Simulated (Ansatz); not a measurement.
**Effect of uniaxial strain ε_zz = +2.50 % on PtSe2**

Base system: PtSe2 in the CdI2 type structure (space group P-3m1, No. 164; a = 3.7722 Å, c = 4.8212 Å; layered; relaxed with 0.1 eV smearing). Axes: x lies along a and z along c of the hexagonal cell.

Perturbation: uniaxial strain ε_zz = +2.50 %, all other strain components held at zero; the atoms relax in the strained cell.

All numbers come from DFT with PBE-D3(BJ), PAW potentials and a 420 eV plane-wave cutoff in Ansatz (an electronic-structure program), no spin-orbit coupling. Settings: 18×18×12 k-points, 0.1 eV Fermi–Dirac smearing.

| quantity | base | changed | shift |
|---|---|---|---|
| volume per atom | 19.80 Å³ | 20.30 Å³ | +0.50 Å³ |
| space group | P-3m1 (No. 164) | P-3m1 (No. 164) | – |
| shortest interatomic distance | 2.526 Å | 2.530 Å | +0.004 Å |
| energy relative to the base (free energy F) | 0 meV/atom | +2.1 meV/atom | +2.1 meV/atom |
| pressure (mean of the normal stresses, compression positive) | 0.0 GPa | -1.0 GPa | -1.0 GPa |
| band gap | zero | zero | – |
| stress (xx, yy, zz, yz, xz, xy; compression positive) | – | (-0.9, -0.9, -1.3, 0.0, 0.0, 0.0) GPa | – |

Final structure:

```xyz
3
Lattice="3.7722 0.0000 0.0000 -1.8861 3.2668 0.0000 0.0000 0.0000 4.9417" Properties=species:S:1:pos:R:3 pbc="T T T"
Pt     0.0000     0.0000     0.0000
Se     0.0000     2.1779     1.2874
Se     1.8861     1.0889     3.6542
```

Whether these cells are dynamically stable was not tested. All final runs are without spin polarisation. The zero or small gap of PtSe2 can change with the level of theory.
